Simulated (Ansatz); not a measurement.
The reference is Sr in the fcc (Cu type) structure (space group Fm-3m, No. 225; a = 5.923 Å).

Method: PBEsol, PAW, 420 eV (Ansatz, a quantum-chemistry and plane-wave program; spin-orbit coupling left out).

One change was made to it. Results:

The volume per atom shrinks by 11.35 Å³, from 51.93 Å³ to 40.58 Å³; the band gap stays zero.

Name the change that was made.
(A) Sr → Be
(B) Sr → Ca
(C) Sr → Mg

B, Sr → Ca. For comparison, the volume per atom in the other runs: Sr → Mg gives 22.69 Å³; Sr → Be gives 7.80 Å³.

No phonon test of stability was made. As relaxed here, Be is a hypothetical phase, not in the database extracts checked. For Mg in this form, whether it has been made was not checked. This is not the structure that Mg has at room temperature and ambient pressure.
